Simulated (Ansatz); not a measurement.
**Effect of biaxial strain −2.26 %, plane normal [110], relaxed out of plane on Pt**

Base system: Pt in the fcc (Cu type) structure (space group Fm-3m, No. 225; a = 3.942 Å; relaxed with 0.1 eV smearing). Axes: x, y, z lie along the cube axes.

Now apply this change: compressive biaxial strain of 2.26 % in the plane normal to [110], as in epitaxy on a mismatched substrate; the out-of-plane cell vector and the atoms relax.

Method: r2SCAN (Ansatz, a first-principles code, PAW, spin-orbit coupling left out), earlier PAW set. Γ-centred 29×29×29 mesh, Fermi–Dirac width 0.1 eV.

| quantity | base | changed | shift |
|---|---|---|---|
| shortest interatomic distance | 278.7 pm | 272.4 pm | -6.3 pm |
| energy relative to the base (free energy F) | 0 meV/atom | +11 meV/atom | +11 meV/atom |
| pressure (mean of the normal stresses, compression positive) | 0.0 GPa | 2.8 GPa | +2.8 GPa |
| band gap | zero | zero | – |
| out-of-plane strain | – | +3.90 % | – |
| ratio −ε⊥/ε∥ | – | 1.72 | – |

Final structure (turned so that z lies along the plane normal):

```
Pt
1.0
    2.72408     0.00000     0.00000
    0.00000     3.85244     0.00000
    1.36204     1.92622     1.44783
Pt
1
Direct
  0.00000   0.00000   0.00000
```

Cost of the whole job for the changed cell (relaxation, final SCF and bands): roughly 7 core-minutes.

Stability against distortions was not tested. The final runs are not spin-polarised.
